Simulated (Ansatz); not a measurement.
ZnS (model structure, started from the BeO type, P4₂/mnm, No. 136, 8 atoms in the cell), treated with LDA (PAW; Ansatz, a first-principles code).

Settings: plane-wave cutoff 520 eV, 6×6×10 k mesh (along the axes of the cell as run), Fermi–Dirac smearing 0.01 eV, scalar-relativistic PAW data made under PBE.

Cell (relaxed with PBEsol):

```cif
data_S4Zn4
_chemical_formula_sum 'Zn4 S4'
_space_group_name_H-M_alt 'P 1'
_space_group_IT_number 1
_cell_length_a 6.51771
_cell_length_b 6.51771
_cell_length_c 3.80789
_cell_angle_alpha 90.000
_cell_angle_beta 90.000
_cell_angle_gamma 90.000
loop_
_space_group_symop_operation_xyz
  'x, y, z'
loop_
_atom_site_label
_atom_site_type_symbol
_atom_site_fract_x
_atom_site_fract_y
_atom_site_fract_z
_atom_site_occupancy
Zn1 Zn 0.32523 0.67477 0.00000 1
Zn2 Zn 0.67477 0.32523 0.00000 1
Zn3 Zn 0.82523 0.82523 0.50000 1
Zn4 Zn 0.17477 0.17477 0.50000 1
S1 S 0.31358 0.31358 0.00000 1
S2 S 0.68642 0.68642 0.00000 1
S3 S 0.18642 0.81358 0.50000 1
S4 S 0.81358 0.18642 0.50000 1
```

Q: Give the computed band gap.

A: 
- band gap = 2.12 eV (direct)

Note: the relaxation could raise the start's symmetry but not lower it, so the cell can be a saddle point; cell and atoms aren't relaxed at this level (pressure -2.6 GPa).

A model structure was made by putting elements into a prototype or built by hand; it is no filed structure, need not be a known phase, and can be a saddle point held by its symmetry.
